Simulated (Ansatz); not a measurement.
CoPtO2, point defects

Consider a 12-atom supercell of CoPtO$_{2}$ (space group R-3m, No. 166; a = 2.854 Å, c = 17.904 Å (hexagonal axes); non-magnetic) at its relaxed geometry.

One neutral defect a cell, atoms relaxed at fixed cell.

Level of theory: Kohn–Sham DFT with the PBE functional, run in Ansatz (a quantum-chemistry and plane-wave program) with PAW and 420 eV plane waves, no spin-orbit coupling.

| variant | pressure | largest displacement of a host atom from its site in the perfect cell |
|---|---|---|
| perfect supercell | 0.0 GPa | – |
| Ir on a Co site | 15.7 GPa | ___ |
| Pt on a O site (antisite) | ___ | 0.49 Å |
| O on a Co site (antisite) | 3.2 GPa | ___ |
| Pt vacancy | ___ | 0.07 Å |

Question: Some entries are withheld; estimate them.

Answer: 
- Ir on a Co site, largest displacement of a host atom from its site in the perfect cell: 0.08 Å
- Pt on a O site (antisite), pressure: 37.3 GPa
- O on a Co site (antisite), largest displacement of a host atom from its site in the perfect cell: 0.18 Å
- Pt vacancy, pressure: -2.8 GPa

The cell is small, so the values are those of an ordered compound at a high defect concentration; dilute-limit values will differ. Seeded moments were not kept for Ir on a Co site, the base and Pt on a O site (antisite). No Hubbard U is applied and the magnetic state is the run's own (Co2IrPt3O6 without a net moment; CoPtO2 not spin-polarised; CoPtO2 non-magnetic; Co3Pt4O5 without a net moment; Co2Pt3O7 magnetic); small cells can't hold the antiferromagnetic order that many such compounds have, so gaps and moments can be off. Spin-polarised in the final run: Ir on a Co site, Pt on a O site (antisite), O on a Co site (antisite) and Pt vacancy; the other runs are not. An odd electron count without spin: CoPtO2.
